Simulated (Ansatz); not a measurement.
Ansatz (an electronic-structure program) run on Ba₃In₂MoO₉ (P-3m1, 15 atoms in the cell): self-consistent single point.

Method: PBEsol, default PAW files made with PBE (plane waves; Ansatz).

```yaml
crystal:
  lattice:
    - [5.95777, 0.00000, 0.00000]
    - [-2.97889, 5.15958, 0.00000]
    - [0.00000, 0.00000, 7.31994]
  atoms:
    - { symbol: Ba, position: [0.00000, 0.00000, 0.50000] }
    - { symbol: Ba, position: [0.66667, 0.33333, 0.81670] }
    - { symbol: Ba, position: [0.33333, 0.66667, 0.18330] }
    - { symbol: In, position: [0.66667, 0.33333, 0.33444] }
    - { symbol: In, position: [0.33333, 0.66667, 0.66556] }
    - { symbol: Mo, position: [0.00000, 0.00000, 0.00000] }
    - { symbol: O, position: [0.68850, 0.84425, 0.84720] }
    - { symbol: O, position: [0.31150, 0.15575, 0.15280] }
    - { symbol: O, position: [0.15575, 0.84425, 0.84720] }
    - { symbol: O, position: [0.84425, 0.15575, 0.15280] }
    - { symbol: O, position: [0.15575, 0.31150, 0.84720] }
    - { symbol: O, position: [0.84425, 0.68850, 0.15280] }
    - { symbol: O, position: [0.00000, 0.50000, 0.50000] }
    - { symbol: O, position: [0.50000, 0.50000, 0.50000] }
    - { symbol: O, position: [0.50000, 0.00000, 0.50000] }
```

Reference input (self-consistent single point, DFT, PBEsol, plane waves, default PAW files made with PBE): kpoints.mp_grid.grid = 5 5 4; hamiltonian.xc = pbesol; hamiltonian.pseudopotentials = {kind: paw} (the program's default PAW files); scf.occupations.method = fixed. This run's input differs from it in these lines:

Ansatz 0.2 input:
```diff
@@ -22,3 +22,3 @@
 kpoints:
-  mp_grid: { grid: [5, 5, 4] }
+  mp_grid: { grid: [10, 10, 7] }
 hamiltonian:
```

Output, abridged:

```
SCF iter   1: F=—  HF=-38595.719418 eV  |F-HF|=—  |Δ(HF+E_count)|=         —  Δρ=1.56e-2  dr2=4.69e-1  ethr=1.77e-3  ⟨swp⟩=4.9  Hψ=20711  notcnv=0  defer=989
all-band conjugate gradients solve this SCF's bands
preconditioner: auto → Resta (q_TF=auto, 2.470 Å⁻¹)
SCF iter   2: F=—  HF=-38595.615202 eV  |F-HF|=—  |Δ(HF+E_count)|=   1.04e-1  Δρ=5.20e-3  dr2=7.87e-2  ethr=3.78e-4  ⟨swp⟩=2.2  Hψ=11401  notcnv=0  defer=961
   [... lines left out ...]
SCF iter   5: F=—  HF=-38595.602937 eV  |F-HF|=—  |Δ(HF+E_count)|=   2.82e-5  Δρ=3.84e-4  dr2=3.89e-4  ethr=1.20e-6  ⟨swp⟩=2.0  Hψ=9249  notcnv=0  defer=965
SCF iter   6: F=—  HF=-38595.602895 eV  |F-HF|=—  |Δ(HF+E_count)|=   4.18e-5  Δρ=8.82e-5  dr2=1.77e-5  ethr=3.13e-7  ⟨swp⟩=2.0  Hψ=9078  notcnv=0  defer=850
SCF iter   7: F=—  HF=-38595.602899 eV  |F-HF|=—  |Δ(HF+E_count)|=   3.51e-6  Δρ=2.52e-5  dr2=1.66e-6  ethr=1.43e-8  ⟨swp⟩=2.0  Hψ=9670  notcnv=0  defer=846
SCF iter   8: F=-38595.602899 eV  HF=-38595.602899 eV  |F-HF|=5.76e-9  |Δ(HF+E_count)|=   5.08e-7  Δρ=4.16e-6  dr2=4.75e-8  ethr=8.06e-11  ⟨swp⟩=15.5  Hψ=43009  notcnv=0
SCF 1 converged in 8 iterations: F = -38595.602899 eV  dr2 = 4.75e-8
Free energy (F): -38595.602899 eV
Internal energy: -38595.602899 eV  (E = F + TS)
E sigma→0 (E₀):  -38595.602899 eV
Fermi energy:    9.348728 eV
--- Forces (eV/Å), atoms counted from 1 ---
  atom   1  Ba     0.00000000     0.00000000     0.00000000
  atom   2  Ba    -0.00000000    -0.00000000    -0.15394052
  atom   3  Ba     0.00000000     0.00000000     0.15394052
  atom   4  In     0.00000000     0.00000000     0.10950964
  atom   5  In     0.00000000    -0.00000000    -0.10950964
  atom   6  Mo     0.00000000    -0.00000000     0.00000000
  atom   7  O      0.42295640     0.24419399     0.35104297
  atom   8  O     -0.42295640    -0.24419399    -0.35104297
  atom   9  O     -0.42295640     0.24419399     0.35104297
   [... lines left out ...]
  atom  15  O     -0.00000000     0.00000000     0.00000000
--- Stress (GPa, compression-positive) ---
       -7.000319       0.000000      -0.000000
        0.000000      -7.000319      -0.000000
       -0.000000       0.000000      -7.697903
  P = ⅓ Tr σ = -7.2328 GPa (-72.328 kbar)
  The stress holds the Pulay correction. Without it, at fixed plane waves, as pw.x and ABINIT print it: P = -7.7898 GPa
```

The run converged in 8 iterations. Against the reference run the free energy is nearly the same (within 1 meV/atom), the pressure stays at -7.23 GPa, the largest force hardly changes (0.602 to 0.601 eV/Å) and the gap on the mesh goes from 1.661 to 1.644 eV.

The starting cell comes from a database of computed structures (which also holds hypothetical and non-ambient phases and stackings), without a prior relaxation at this level. With a pressure of about -7 GPa the cell is away from its equilibrium volume at this level. Ansatz's pressure includes its estimate of the finite-basis (Pulay) stress. Without the estimate this run gives -7.79 GPa.

Cost on one core of a shared machine: roughly 90 s.
